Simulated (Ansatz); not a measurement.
A hypothetical phase is included: elements placed on a structure type, which no database files for this compound.

By r2SCAN, the system below comes out a metal.

Without scattering a metal conducts by its projected Fermi surface.

```
CELL_PARAMETERS angstrom
      4.22323     0.00000     0.00000
      0.00000     4.22323     0.00000
      0.00000     0.00000     4.22323
ATOMIC_POSITIONS crystal
  Ta 0.00000 0.50000 0.50000
  Ta 0.50000 0.00000 0.50000
  Ta 0.50000 0.50000 0.00000
  N  0.50000 0.00000 0.00000
  N  0.00000 0.50000 0.00000
  N  0.00000 0.00000 0.50000
```

The cell was relaxed by PBE-D3(BJ); by r2SCAN it stands under a pressure of 1.4 GPa.

The current flows along the normal of the first two printed cell vectors, the (001) plane of the conventional cell. No spin-orbit coupling; the value is a mean over 0.1 eV about the Fermi level.

### Question
Predict the ballistic conductance per area from r2SCAN run with Ansatz (a quantum-chemistry and plane-wave program).

### Answer
0.85 × 10¹⁵ S/m² for both spins.
